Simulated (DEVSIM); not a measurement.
System: Si n-i-p diode, at 300 K.

Layer 1 from the left is Si, thickness (μm) 0.320, Nd (cm⁻³) 7.5e17, τn (s) 5.6e-5, τp (s) 5.6e-5. Layer 2 from the left is Si, thickness (μm) 41.0, Na (cm⁻³) 4.2e12, τn (s) 5.6e-5, τp (s) 5.6e-5. Layer 3 from the left is Si, thickness (μm) 1.10, Na (cm⁻³) 2.4e18, τn (s) 5.6e-5, τp (s) 5.6e-5.

Left contact: ohmic. Right contact: ohmic. Voltage is applied to the left contact. Recombination: SRH at mid-gap, radiative, Auger. Gap narrowing is on: ΔEg = 6.92 meV × (l + √(l² + 0.5)), l = ln(N/1.3e17 cm⁻³), shared equally by both band edges. Mobility is constant in doping.

Constants are typed, rounded textbook-type inputs, not results; the design itself was drawn at random and stands for no fabricated device. Values at 300 K.

Si: gap (eV) 1.124, affinity (eV) 4.05, permittivity 11.7, Nc (cm⁻³) 2.86e19, Nv (cm⁻³) 3.1e19, μn (cm²/Vs) 1417, μp (cm²/Vs) 470, B (cm³/s) 4.7e-15, Cn (cm⁶/s) 2.8e-31, Cp (cm⁶/s) 9.9e-32.

Model (solved in DEVSIM): 1D drift-diffusion, Boltzmann statistics, complete ionisation; no tunnelling, impact ionisation, image-force lowering or self-heating.

Task: What does the simulation give for the dark forward voltage at 100 A/cm², the dark forward voltage at 1 A/cm², the potential step across the device at zero bias?

Result: dark forward voltage at 100 A/cm² 0.825 V; dark forward voltage at 1 A/cm² 0.633 V; potential step across the device at zero bias 0.931 V.
